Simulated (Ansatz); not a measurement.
The starting structures come from a database of crystals and need not be the phases stable at ambient conditions.

Inside the gap of an insulator the Bloch states are evanescent, with a wavenumber k + iκ along the transport direction.

Input:

```
CELL_PARAMETERS angstrom
      5.84277     0.00000     0.00000
      0.00000    11.94164     0.00000
      0.00000     0.00000     5.84277
ATOMIC_POSITIONS crystal
  In 0.00000 0.74590 0.50000
  In 0.50000 0.25410 0.00000
  In 0.00000 0.25410 0.50000
  In 0.50000 0.74590 0.00000
  In 0.50000 0.00000 0.50000
  Ag 0.00000 0.50000 0.00000
  Se 0.22819 0.88688 0.77181
  Se 0.77181 0.11312 0.77181
  Se 0.77181 0.88688 0.22819
  Se 0.22819 0.11312 0.22819
  Se 0.27121 0.61920 0.27121
  Se 0.27121 0.38080 0.72879
  Se 0.72879 0.61920 0.72879
  Se 0.72879 0.38080 0.27121
```

Space group of this cell: P-42m. The cell is taken as given.

Transport runs along the normal of the first two printed cell vectors, the (100) plane of the conventional cell.

The gap is the functional's own, uncorrected, and κ follows it; spin-orbit coupling is left out. Mid-gap values are interpolated between the computed energies.

### Question
Predict the band gap and the smallest decay constant κ at mid-gap from r2SCAN in Ansatz (a quantum-chemistry and plane-wave program).

### Answer
Gap 0.65 eV on a 6×4×6 mesh; κ = 0.084 1/Å, at the zone centre.
